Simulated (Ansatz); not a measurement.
A self-consistent single point of MgCu2SnS4 (I-4, 8 atoms in the cell) with Ansatz (an electronic-structure program).

Computed with PBE, PAW files at level accurate (plane waves; Ansatz).

```xyz
8
Lattice="-2.7439 2.7439 5.4963 2.7439 -2.7439 5.4963 2.7439 2.7439 -5.4963" Properties=species:S:1:pos:R:3 pbc="T T T"
Cu     0.0000     0.0000     0.0000
Cu     0.0000     2.7439     2.7482
Mg     2.7439     0.0000     2.7482
Sn     0.0000     0.0000     5.4963
S      1.4049     1.4103     4.0893
S      1.3390     1.3335    -1.4071
S      1.4103    -1.4049     6.9034
S      1.3335     4.1487     1.4071
```

Reference input (self-consistent single point, DFT, PBE, plane waves, default PAW files): kpoints.mp_grid.grid = 7 7 7; hamiltonian.xc = pbe; hamiltonian.pseudopotentials = {kind: paw} (the program's default PAW files); scf.occupations.method = gaussian; scf.occupations.width = 0.1 eV. This run's input differs from it in these lines:

Ansatz 0.2 input:
```diff
@@ -19,3 +19,3 @@
   xc: pbe
-  pseudopotentials: { kind: paw }
+  pseudopotentials: { kind: paw, level: accurate }
 scf:
```

Output, abridged:

```
SCF iter   1: F=—  HF=-28512.928115 eV  |F-HF|=—  |Δ(HF+E_count)|=         —  Δρ=3.65e-2  dr2=2.39e0  ethr=3.10e-3  ⟨swp⟩=7.7  Hψ=12734  notcnv=0  defer=31
all-band conjugate gradients solve this SCF's bands
preconditioner: auto → Resta (q_TF=auto, 2.483 Å⁻¹)
SCF iter   2: F=—  HF=-28512.434045 eV  |F-HF|=—  |Δ(HF+E_count)|=   4.94e-1  Δρ=1.93e-2  dr2=7.01e-1  ethr=2.54e-3  ⟨swp⟩=3.0  Hψ=6190  notcnv=0  defer=242
   [... lines left out ...]
SCF iter   7: F=—  HF=-28512.304763 eV  |F-HF|=—  |Δ(HF+E_count)|=   7.66e-5  Δρ=4.88e-5  dr2=3.35e-6  ethr=1.01e-7  ⟨swp⟩=2.0  Hψ=4842  notcnv=0  defer=260
SCF iter   8: F=—  HF=-28512.304772 eV  |F-HF|=—  |Δ(HF+E_count)|=   9.19e-6  Δρ=1.47e-5  dr2=2.59e-7  ethr=3.57e-9  ⟨swp⟩=2.0  Hψ=4992  notcnv=0  defer=260
SCF iter   9: F=—  HF=-28512.304773 eV  |F-HF|=—  |Δ(HF+E_count)|=   5.48e-7  Δρ=1.04e-5  dr2=1.04e-7  ethr=1.06e-10  ⟨swp⟩=13.3  Hψ=15736  notcnv=0
SCF iter  10: F=-28512.304773 eV  HF=-28512.304773 eV  |F-HF|=7.93e-9  |Δ(HF+E_count)|=   8.80e-9  Δρ=3.81e-6  dr2=1.61e-8  ethr=1.06e-10  ⟨swp⟩=5.1  Hψ=10362  notcnv=0
SCF 1 converged in 10 iterations: F = -28512.304773 eV  dr2 = 1.61e-8
Free energy (F): -28512.304773 eV
Internal energy: -28512.304771 eV  (E = F + TS)
E sigma→0 (E₀):  -28512.304772 eV
Entropy (-TS):   -0.000002 eV (-0.000 meV/atom)
Fermi energy:    8.038589 eV
--- Forces (eV/Å), atoms counted from 1 ---
  atom   1  Cu    -0.00000000    -0.00000000     0.00000000
  atom   2  Cu    -0.00000000     0.00000000     0.00000000
  atom   3  Mg    -0.00000000    -0.00000000     0.00000000
  atom   4  Sn    -0.00000000     0.00000000     0.00000000
  atom   5  S     -0.31624040     0.76511269     0.26511803
  atom   6  S      0.31624040    -0.76511269     0.26511803
  atom   7  S      0.76511269     0.31624040    -0.26511803
  atom   8  S     -0.76511269    -0.31624040    -0.26511803
--- Stress (GPa, compression-positive) ---
        1.979686       0.000000      -0.000000
       -0.000000       1.979686       0.000000
       -0.000000       0.000000       2.008301
  P = ⅓ Tr σ = 1.9892 GPa (19.892 kbar)
  The stress holds the Pulay correction. Without it, at fixed plane waves, as pw.x and ABINIT print it: P = 1.9855 GPa
```

The run converged in 10 iterations. Against the reference run the pressure moves little (1.98 to 1.99 GPa), the largest force moves little (0.871 to 0.869 eV/Å) and the gap on the mesh hardly changes (0.457 to 0.458 eV). The full log also holds: “WARN basis.ecutwfc = 1050 eV, the default”.

The starting cell was generated: these elements placed on a structure prototype, without a prior relaxation; it need not be a known phase or ordering of this composition. Ansatz's pressure includes its estimate of the finite-basis (Pulay) stress.

Cost on one core of a shared machine: roughly 4 min.
